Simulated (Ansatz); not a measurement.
Take Ag in the fcc (Cu type) structure (space group Fm-3m, No. 225; relaxed with 0.1 eV smearing) as the base.

```
Ag
1.0
    0.00000     2.02691     2.02691
    2.02691     0.00000     2.02691
    2.02691     2.02691     0.00000
Ag
1
Cartesian
  0.00000   0.00000   0.00000
```

Cartesian axes are those of the cell as printed.

Calculations: PBEsol (Ansatz, a first-principles code, PAW, spin-orbit coupling left out).

The change: an isotropic linear strain of −2.50 %; the atoms relax in the strained cell.

Question: Predict the stress tensor and what it implies for the stiffness.

Answer: Stress of the strained cell less that of the base (GPa, compression positive):
```
   11.2     0.0     0.0
    0.0    11.2     0.0
    0.0     0.0    11.2
```

Then B = −ΔP/(ΔV/V₀) with ΔV/V₀ = -0.0731 gives secant stiffness values (nonlinear terms included at this strain): B ≈ 153 GPa.

As a check, the harmonic strain energy −½ V₀ Δσ:ε is 44 meV/atom; the computed energy rise is 39 meV/atom.

Whether these cells are dynamically stable was not tested.
